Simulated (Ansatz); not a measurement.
**BaTiO3: pressure series**

Consider BaTiO$_{3}$ in the cubic perovskite structure (space group Pm-3m, No. 221; a = 3.994 Å).

Cell and atoms are relaxed at each pressure.

Level of theory: Ansatz (a first-principles code), r2SCAN, PAW, cutoff 500 eV, spin-orbit coupling left out.

```
pressure (GPa)  volume per atom (Å³/atom)
--------------  -------------------------
-1                                 12.815
0                                  12.743
3                                  12.541
7                                  12.295
15                                 11.871
30                                 11.239
50                                 10.601
75                                      ?
100                                 9.523
```

**Question.** Fit the third-order Birch–Murnaghan form P(V) = (3B₀/2)[(V₀/V)^(7/3) − (V₀/V)^(5/3)]·[1 + (3/4)(B₀′ − 4)((V₀/V)^(2/3) − 1)] (squares taken in P) to the rows shown and predict the withheld row.

**Answer.** Least squares on the printed values gives V₀ = 12.742 Å³/atom, B₀ = 182 GPa, B₀′ = 4.3; this predicts 9.995 Å³/atom, and the run gives 9.996 Å³/atom, in agreement.

Measured bulk modulus of BaTiO3: 162 GPa (temperature not stated; as listed in Yu-ichiro Matsushita, Kazuma Nakamura, Atsushi Oshiyama, Physical Review B (2011)); the computed value is for a static lattice, so the two differ by thermal effects too.

Load acts through the strain it causes; cell and atoms are relaxed under it. Whether these cells are dynamically stable was not tested. No other phases were tried under pressure. All final runs are without spin polarisation. Many cubic perovskites are stable only at high temperature; tilts and polar distortions were not tested. This is not the structure that BaTiO3 has at room temperature and ambient pressure.
